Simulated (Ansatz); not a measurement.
Where the default PAW files enter, the runs use the earlier of Ansatz's two default sets.

Tunnelling through a barrier is set by its complex band structure: the current falls as exp(−2κd) with the smallest κ.

```yaml
crystal:
  lattice:
    - [3.07569, 0.00000, 0.00000]
    - [0.00000, 10.07065, 0.00000]
    - [1.53784, 0.00000, 2.66363]
  atoms:
    - { symbol: Si, position: [0.66667, 0.06216, 0.66667] }
    - { symbol: Si, position: [0.33333, 0.56216, 0.33333] }
    - { symbol: Si, position: [0.00000, 0.31211, 0.00000] }
    - { symbol: Si, position: [0.00000, 0.81211, 0.00000] }
    - { symbol: C, position: [0.66667, 0.25020, 0.66667] }
    - { symbol: C, position: [0.33333, 0.75020, 0.33333] }
    - { symbol: C, position: [0.00000, 0.49954, 0.00000] }
    - { symbol: C, position: [0.00000, 0.99954, 0.00000] }
```

Space group of this cell: P6_3mc. The cell is taken as given; by LDA its mean pressure is -3.8 GPa.

Transport runs along the normal of the first two printed cell vectors, the (100) plane of the conventional cell.

The gap is the functional's own. No spin-orbit coupling. Mid-gap values are interpolated on the energy grid.

Task: Compute, with LDA in Ansatz (a first-principles code), the band gap and the smallest decay constant κ at mid-gap.

Result: Gap 2.18 eV on a 12×4×12 mesh; κ = 0.222 1/Å, at (0.500, 0.000) of the in-plane reciprocal vectors. At the zone centre, at the nearest computed energy, the slowest state has κ = 0.27 1/Å.
